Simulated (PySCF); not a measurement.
PySCF 2.14.0, PBE/def2-svpd, df: Ba(F)(SH)(NH3)2 ([NH3]->[Ba](<-[NH3])([F])[SH]), 12 atoms. The geometry is a generated start, not checked to be a minimum at this level.

```
Quantity                                            Result
-------------------------  -------------------------------
task                                                energy
method                                                 pbe
basis                                            def2-svpd
two-electron scheme                        density fitting
mol.max_memory                                     3000 MB
mf.max_cycle                                           100
mf.diis_space                                  8 (default)
mf.conv_tol                                1e-09 (default)
mf.grids.level                                 3 (default)
effective core potentials  those of the basis set, past Kr
basis functions                                        172
grid points                                         153528
```

```xyz
12

Ba     0.8396     0.4339     1.0009
F      1.5208    -1.2315     0.0757
S     -1.1386     2.4023     0.8255
H     -1.2882     2.6458     2.1131
N     -1.0917    -1.7043     1.1209
H     -1.8734    -1.6038     0.4820
H     -1.3912    -2.2721     1.9051
H     -0.3606    -2.2097     0.6318
N      1.1776     0.9409    -1.7798
H      0.2973     1.1286    -2.2436
H      1.4113    -0.0356    -1.9183
H      1.8970     1.5054    -2.2133
```

With the defaults (mf.DIIS = CDIIS, mf.diis = true, mf.init_guess = minao, newton = off, mf.level_shift = 0, mf.damp = 0, mf.diis_start_cycle = 1) it converges in 14 Fock builds. One run each on 2 threads, 1 BLAS thread, with these changes:
- mf.DIIS = EDIIS
- mf.init_guess = mod_huckel
- mf.diis = false, mf.damp = 0.7, mf.diis_start_cycle = 999
- newton = Hessian by the SCF's own integrals
- mf.init_guess = atom
- mf.init_guess = 1e
- mf.level_shift = 0.1 Hartree
- mf.DIIS = ADIIS
- mf.diis = false

**Question.** Which runs fail or end elsewhere than the default run?

**Answer.** No convergence: mf.DIIS = EDIIS; mf.diis = false (the run ends without SCF convergence in 100 cycles). The rest reach the solution of the defaults.

```csv
setting,Fock builds,end
the defaults,14,same solution
mf.init_guess = atom,15,same solution
mf.level_shift = 0.1 Hartree,16,same solution
mf.init_guess = mod_huckel,18,same solution
mf.init_guess = 1e,20,same solution
"mf.diis = false, mf.damp = 0.7, mf.diis_start_cycle = 999",25,same solution
mf.DIIS = ADIIS,26,same solution
newton = Hessian by the SCF's own integrals,53,same solution
mf.DIIS = EDIIS,101,no convergence
mf.diis = false,101,no convergence
```

Under newton the count holds the products with the orbital Hessian.
